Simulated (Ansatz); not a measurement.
Input:

```
CELL_PARAMETERS angstrom
      4.64855     0.00000     0.00000
      0.00000     4.64855     0.00000
      0.00000     0.00000     4.64855
ATOMIC_POSITIONS crystal
  Y  0.00000 0.00000 0.00000
  Sn 0.50000 0.50000 0.00000
  Sn 0.00000 0.50000 0.50000
  Sn 0.50000 0.00000 0.50000
```

Computed with PBEsol, DFPT electron-phonon coupling, linearised Boltzmann equation (plane waves, PAW, scalar-relativistic; Ansatz, a program for electronic structure). How the cell was made: relaxed with this functional, without spin-orbit coupling.

Problem. Predict the intrinsic resistivity at 300 K.

Solution. 22 μΩ·cm.

Problem. And the electrons' mean free path at that temperature?

Solution. 4.6 nm, weighted by the current that each state carries. Wires not much wider than this gain resistivity from their walls.

A metal at this level (no band gap). Only scattering by harmonic phonons is included (no impurities, grain boundaries, electron-electron scattering or thermal expansion). Spin-orbit coupling is left out. The squared frequency of the phonon mode least converged on the k mesh is uncertain by 11 %. Halving the electron mesh (20x20x20) moves the resistivity by up to 4 % at 300 K, the mean free path by up to 7 %. Smearing 0.20 eV; phonons on a 3x3x3 q mesh, which this run doesn't test.

Computed structure, not matched to a measured one here, so possibly hypothetical: YSn3 (Pm-3m).
